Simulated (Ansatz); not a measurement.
C on the 1x1 (111) surface of fcc Rh, one in a 2x1 cell, energies for each (12.7 Å²). Energies are against an atom of graphite, without zero-point or thermal terms; each row is named by its start.

Calculation: PBE (plane waves to 420 eV, PAW; Ansatz, an electronic-structure program).

Model: 9-atom slab, 6.5 Å thick at the start under the adsorbate (thin: gaps and levels are the slab's own), 6x12x1 mesh, Fermi-Dirac 0.1 eV, dipole correction, 4 atoms held, the rest relaxed; each run with such symmetry as its start has; spin where the adsorbate may keep a moment, no spin-orbit, no U, no dispersion correction.

A negative adsorption energy means that the adsorbate is more stable on the surface than in its reference. Starts that drift may end in the same place. Heights count from the host atoms within 0.3 Å of the top one.

```tsv
starting site	E_ads (eV)	height (Å)	nearest host atom (Å)	bonded to	Δ work function (eV)	lateral drift (Å)	moment (μB)
top Rh	1.19	1.05	Rh 1.83	3 Rh	0.66	1.6	0.0
hollow Rh-Rh-Rh over Rh at depth 2.2 Å	1.06	1.05	Rh 1.84	3 Rh	0.63	0.1	–
hollow Rh-Rh-Rh over Rh at depth 4.4 Å	1.19	1.05	Rh 1.83	3 Rh	0.65	0.1	–
bridge Rh-Rh (span 2.7 Å)	1.06	1.05	Rh 1.84	3 Rh	0.63	0.9	–
```
